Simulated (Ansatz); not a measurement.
The structure below was relaxed with PBEsol (Ansatz, an electronic-structure program; PAW; 420 eV plane waves; scalar-relativistic without spin-orbit coupling).

```xyz
5
Lattice="3.9621 0.0000 0.0000 0.0000 3.9621 0.0000 0.0000 0.0000 3.9513" Properties=species:S:1:pos:R:3 pbc="T T T"
Ti     1.9811     1.9811     1.6972
S      0.0000     0.0000     0.7572
O      1.9811     1.9811     3.3582
O      1.9811     0.0000     1.2545
O      0.0000     1.9811     1.2545
```

Task: Find the space group and the Wyckoff positions.

Result: Space group P4mm (No. 99); a = b = 3.962 Å, c = 3.951 Å, α = β = γ = 90.00°

```csv
atom,site,symmetry,x,y,z
Ti,1b,4mm,0.5000,0.5000,0.4295
S,1a,4mm,0.0000,0.0000,0.1916
O,1b,4mm,0.5000,0.5000,0.8499
O,2c,2mm.,0.0000,0.5000,0.3175
```

Task: Describe the coordination.

Result: The crystal has 5 atoms in its conventional cell. Lattice parameters: a = b = 3.9621 Å, c = 3.9513 Å, α = β = γ = 90.00°. Ti is coordinated by 1 O at 1.661 Å and 4 O at 2.030 Å and 1 O at 2.290 Å and 4 S at 2.955 Å. S sees 4 O at 2.043 Å and 4 Ti at 2.955 Å. O1 is surrounded by 1 Ti at 1.661 Å and 1 Ti at 2.290 Å (linear). O2 has 2 Ti at 2.030 Å and 2 S at 2.043 Å. (Neighbours: up to the widest gap in distance over summed covalent radii, below 1.35, at either atom; cation-cation and far metal-metal contacts left out.)

Whether these cells are dynamically stable was not tested. No Hubbard U is applied, and correlation can decide whether such a compound is a metal. All final runs are without spin polarisation. The cell was made from PbTiO3 by this change: Pb → S; the result is a hypothetical phase, not in the database extracts checked.
